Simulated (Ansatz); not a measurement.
Energy from pressure between two volumes: InAs (R3m, 2 atoms in the cell)

```yaml
crystal:
  lattice:
    - [0.00000, 3.02091, 3.02091]
    - [3.02091, 0.00000, 3.02091]
    - [3.02091, 3.02091, 0.00000]
  atoms:
    - { symbol: In, position: [0.00478, 0.00478, 0.00478] }
    - { symbol: As, position: [0.25000, 0.25000, 0.25000] }
```

Method of the run: LDA (PW92), PAW files made with PBE (plane waves; Ansatz, a first-principles code).

Settings: basis.ecutwfc = 1010 eV; kpoints.mp_grid.grid = 7 7 7; hamiltonian.xc = lda; hamiltonian.pseudopotentials = {kind: paw} (the program's default PAW files); scf.occupations.method = fermi_dirac; scf.occupations.width = 0.05 eV. This cutoff ends a ladder whose last two steps agree within 1 meV/atom.

The second cell is the first with its lattice scaled by 0.98, at the same fractional positions.

The starting cell has typed, rounded lattice constants, without a prior relaxation at this level. Its lattice was rescaled by up to half a per cent. One atom was moved a little off its site on purpose. Ansatz's pressure includes its estimate of the finite-basis (Pulay) stress. The run gives no clean gap (levels at the Fermi energy touch, overlap or are partly filled at this smearing), which alone does not show that the compound is a metal.

| cell | volume (Å³/atom) | pressure (GPa) | F less the first cell's (meV/atom) |
|---|---|---|---|
| first | 27.5685 | -0.38 | 0.00 |
| second | 25.9473 | 3.69 | ? |

Problem. Estimate the energy of the second cell from the pressures, and the bulk modulus between the two volumes.

Solution. With P = −dF/dV, the trapezoid gives ΔF ≈ −(P₁ + P₂)/2 · ΔV = −(1.655 GPa) · (-1.6212 Å³) = 16.75 meV/atom (1 eV/Å³ = 160.22 GPa). The modulus at fixed fractional positions is B = −ΔP/Δln V = 67 GPa, a mean over the interval. P(V) is curved, so the trapezoid lies high by about |ΔV|³·B·(1 + B′)/(12·V̄²) = 1.04 meV/atom for an assumed B′ = 4, which leaves 15.71 meV/atom. The runs gave 15.59 meV/atom, a miss of 0.12 meV/atom. Cases were kept where this miss is small, so the page shows the method and is no test of it.

Left out of this page: 15 runs of the series outside the window shown, repeating another row's setting, or not comparable.

Keys are those of Ansatz 0.2.
